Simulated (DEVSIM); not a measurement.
System: illuminated Ge p-on-n cell, one wavelength, at 350 K.

```
layer (left to right)  material  thickness (μm)  Nd (cm⁻³)  Na (cm⁻³)  τn (s)  τp (s)  absorption coefficient (cm⁻¹)
---------------------  --------  --------------  ---------  ---------  ------  ------  -----------------------------
1                            Ge           0.200          -     6.3e17  4.2e-6  8.5e-8                          48000
2                            Ge             100     1.6e17          -  7.7e-6  7.7e-6                          48000
```

Left contact: ohmic, minority electron recombination velocity 90000 cm/s. Right contact: ohmic, minority hole recombination velocity 100 cm/s. Voltage is applied to the left contact. Recombination: SRH at mid-gap, radiative, Auger. Light enters at the left, 3.3e17 photons cm⁻² s⁻¹, one pass, no reflection. Mobility is constant in doping.

The device is made up for the run: typed textbook-type constants, with dimensions and the other settings drawn at random. Values at 300 K; Nc and Nv go as T^1.5, mobilities as T to minus their exponent, the gap by Varshni's rule with the affinity fixed.

```csv
parameter,Ge
gap (eV),0.664
affinity (eV),4
permittivity,16
Nc (cm⁻³),1.04e19
Nv (cm⁻³),6e18
μn (cm²/Vs),3900
μp (cm²/Vs),1900
T exponent of μn,1.66
T exponent of μp,2.33
B (cm³/s),6.4e-14
Cn (cm⁶/s),1e-31
Cp (cm⁶/s),1e-31
Varshni α (eV/K),0.000477
Varshni β (K),235
```

Simulated with DEVSIM: 1D drift-diffusion, Boltzmann statistics, complete ionisation; no tunnelling, impact ionisation, image-force lowering or self-heating.

**Question.** Tabulate band edges, carrier densities and field at zero bias, in the dark.

**Answer.** Energies count from the Fermi level of the right contact; mesh points crowd at the junctions.

```
x (μm)   Ec (eV)  Ev (eV)  n (cm⁻³)  p (cm⁻³)  field (V/cm)
-------  -------  -------  --------  --------  ------------
0.000      0.569   -0.075    8.3e10    6.3e17           ≈ 0
0.02721    0.569   -0.075    8.3e10    6.3e17           ≈ 0
0.08100    0.569   -0.075    8.3e10    6.3e17           ≈ 0
0.1462     0.569   -0.075    8.3e10    6.3e17           -78
0.1958     0.501   -0.143    7.9e11    6.6e16        -77000
0.2203     0.289   -0.356    9.1e14    5.7e13        -68000
0.2761     0.137   -0.507    1.4e17    3.8e11         -3500
0.4899     0.133   -0.511    1.6e17    3.3e11           ≈ 0
0.8859     0.133   -0.511    1.6e17    3.3e11           ≈ 0
1.848      0.133   -0.511    1.6e17    3.3e11           ≈ 0
3.958      0.133   -0.511    1.6e17    3.3e11           ≈ 0
11.56      0.133   -0.511    1.6e17    3.3e11           ≈ 0
26.98      0.133   -0.511    1.6e17    3.3e11           ≈ 0
57.73      0.133   -0.511    1.6e17    3.3e11           ≈ 0
86.10      0.133   -0.511    1.6e17    3.3e11           ≈ 0
94.23      0.133   -0.511    1.6e17    3.3e11           ≈ 0
97.57      0.133   -0.511    1.6e17    3.3e11           ≈ 0
99.10      0.133   -0.511    1.6e17    3.3e11           ≈ 0
99.85      0.133   -0.511    1.6e17    3.3e11           ≈ 0
100.1      0.133   -0.511    1.6e17    3.3e11           ≈ 0
100.2      0.133   -0.511    1.6e17    3.3e11           ≈ 0
100.2      0.133   -0.511    1.6e17    3.3e11           ≈ 0
```
